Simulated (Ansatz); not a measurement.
Amorphous Si30N44Hf3, 77 atoms at 3.81 g/cm³, one PBE-relaxed geometry, zone centre. Methods: PBE, scalar-relativistic without spin-orbit coupling (Ansatz, a first-principles code); r2SCAN, scalar-relativistic without spin-orbit coupling (Ansatz); HSE06, scalar-relativistic without spin-orbit coupling (Ansatz). Plane waves to 420 eV (r2SCAN 500 eV); exact exchange is cut at the cell's faces. At PBE the levels at the filled edge of the gap are localised (band-tail or defect states), and the nearest spread-out levels lie 2.9 eV apart at the zone centre. All rungs ran without spin polarisation.

Preparation: random packing, a CHGNet melt and quench, and a DFT relaxation. N atoms were pushed apart under 1.9 Å during the dynamics, to hinder bonds among them. The hot cell started wider than the set density and was brought back towards it in steps. It is the lowest in DFT energy of 2 quenches. It is a model cell: composition and starting density were chosen by hand, and all elements were melted together. No dispersion term was used. Its density started from a set value of 3.81 and ended at 3.81 g/cm³. Cooling (nominally 450 K/ps over its main leg) ran many orders faster than in experiment, which tends to leave more defects and strain. A cell of this size samples the disorder only roughly. The volume was held where the preparation left it and the shape relaxed, at a PBE pressure of 0.8 GPa. Stress components on the final sampling reach 0.9 GPa.

The relaxation ran on the zone centre alone. At PBE the level gap is 2.55 eV on a 2×2×2 Γ-centred mesh, and the spacing at the zone centre alone 2.60 eV.

What zone-centre spacing does r2SCAN give, roughly?

3.02 eV (+0.43 eV against PBE).

What zone-centre spacing does HSE06 give, roughly?

3.88 eV (+1.28 eV against PBE).

The highest filled and the lowest empty state spread over these numbers of atoms (participation numbers): PBE: 9.8 and 31.7; r2SCAN: 9.3 and 31.0; HSE06: 8.7 and 30.5.
